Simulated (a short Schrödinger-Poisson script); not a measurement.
System: gated In0.52Al0.48As/In0.53Ga0.47As modulation-doped gas in a quantum well, at 20 K.

```
layer        material  thickness (nm)  Nd (cm⁻³)  Na (cm⁻³)
-----  --------------  --------------  ---------  ---------
1      In0.52Al0.48As              30          -          -
2      In0.52Al0.48As              10     2.3e18          -
3      In0.52Al0.48As              40          -          -
4      In0.53Ga0.47As               8          -          -
5      In0.52Al0.48As            4000          -       3e14
```

Constants are typed, rounded textbook-type inputs, not results; the design itself was drawn at random and stands for no fabricated device. In0.52Al0.48As: permittivity 12.5, conduction-band edge (eV) 0.52, gap (eV) 1.45, electron mass (mₑ) 0.075, Nv at 300 K (cm⁻³) 1.1e19. In0.53Ga0.47As: permittivity 13.9, conduction-band edge (eV) 0, gap (eV) 0.74, Nv at 300 K (cm⁻³) 7.7e18.

Channel valleys (confinement mass, in-plane density-of-states mass, number): Γ 0.041, 0.041, 1. At the gate the conduction-band edge of layer 1 lies 0.65 eV − eVg above the Fermi level of the channel; the field vanishes at the back. Donor level 0.02 eV below the band edge. The barrier under the gate holds no holes. Gaps are held at their typed values at every temperature. Mesh 0.08 nm at interfaces.

Solved with a short Schrödinger-Poisson script written for these runs: 1D Poisson equation in equilibrium, electrons quantum, Hartree (BenDaniel-Duke, 40 states a valley, the channel's in-plane mass for all, wave functions free to enter the barrier), parabolic valleys, classical holes, donors ionised by Fermi statistics, acceptors fully, no traps, pinning or gate leakage.

The same stack at other levels of the model or other numerical settings:

```tsv
run	sheet density of all electrons at Vg = 0.4 V (cm⁻²)	sheet density of all electrons at Vg = -0.6 V (cm⁻²)	capacitance at Vg = 0.4 V (μF/cm²)	centroid of the channel electrons at Vg = 0.4 V (nm)	rough cost against the base
base	5.61e11	2.31e11	0.343	3.84	about 1
electrons treated as classical, Boltzmann	___	___	0.343	0.71	0.03
electrons treated as classical, Fermi-Dirac	___	2.66e11	0.343	3.55	0.1
electrons treated as quantum, Hartree plus LDA exchange-correlation	5.76e11	2.38e11	0.343	3.84	2
mesh six times as coarse	5.60e11	2.30e11	0.343	3.84	0.2
```

Question: Complete the blanks.

Answer: 
- electrons treated as classical, Boltzmann, sheet density of all electrons at Vg = -0.6 V (cm⁻²): 3.03e11
- electrons treated as classical, Fermi-Dirac, sheet density of all electrons at Vg = 0.4 V (cm⁻²): 6.06e11
- electrons treated as classical, Boltzmann, sheet density of all electrons at Vg = 0.4 V (cm⁻²): 7.37e11

The classical rows ignore confinement, and Boltzmann statistics overrate the density once the band edge passes the Fermi level.
